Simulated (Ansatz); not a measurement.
**A computed series for Ti3AlN: element substitutions**

The reference is Ti3AlN in the anti-perovskite structure (space group Pm-3m, No. 221; a = 4.086 Å; a cell from a computed database, its experimental status unchecked).

Each row replaces one element on all its sites; cell and atoms are relaxed.

Calculations: PBEsol, PAW, 420 eV (Ansatz, a program for electronic structure; no SOC).

| variant | density | shortest interatomic distance |
|---|---|---|
| base | 4.49 g/cm³ | 3.861 bohr |
| N → F | 4.46 g/cm³ | 3.905 bohr |
| Al → In | ? | ? |
| N → Cl | 4.05 g/cm³ | 4.147 bohr |

Q: What belongs in the blanks?

A: 
- Al → In, density: 6.33 g/cm³
- Al → In, shortest interatomic distance: 3.921 bohr

Whether these cells are dynamically stable was not tested. As relaxed here, Ti3AlF and Ti3AlCl are hypothetical phases, not in the database extracts checked. For Ti3InN in this form, whether it has been made was not checked. No Hubbard U is applied, and correlation can decide whether such a compound is a metal. All final runs are without spin polarisation. Ti3AlF and Ti3AlCl have a high density of states at the Fermi level and may be magnetic at this level.
